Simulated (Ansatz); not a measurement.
Take BaCd2P2 (space group P-3m1, No. 164; a = 4.368 Å, c = 7.468 Å; a cell from a computed database, its experimental status unchecked) as the base. Axes: x lies along a and z along c of the hexagonal cell.

Perturbation: uniaxial stress, 8 GPa tension along z, with the cell and atoms free to relax against it.

Levels (all Ansatz, a first-principles code, PAW): PBEsol (420 eV, scalar-relativistic without spin-orbit coupling); r2SCAN (500 eV, spin-orbit coupling left out); HSE06 (420 eV, without spin-orbit coupling).

One geometry, relaxed with PBEsol, under each level:

```csv
level,band gap,lowest conduction level above the VBM at special points,pressure
PBEsol,0.15 eV,Γ 0.15 eV; L 0.47 eV; M 0.93 eV; A 1.09 eV,-2.67 GPa
r2SCAN,(withheld),(withheld),(withheld)
HSE06,0.86 eV,Γ 0.86 eV; L 1.13 eV; M 1.57 eV,–
```

### Question
Give the withheld r2SCAN results.

### Answer

- r2SCAN, band gap: 0.61 eV
- r2SCAN, lowest conduction level above the VBM at special points: Γ 0.61 eV; L 0.81 eV; M 1.23 eV; A 1.55 eV
- r2SCAN, pressure: -0.65 GPa

Single points use the geometry relaxed with PBEsol. Their cutoffs differ, which shifts pressures a little. Load acts through the strain it causes; cell and atoms are relaxed under it. Beyond what the load breaks, stability against distortions was not tested. The zero or small gap of BaCd2P2 under uniaxial stress, 8 GPa tension along z can change with the level of theory.
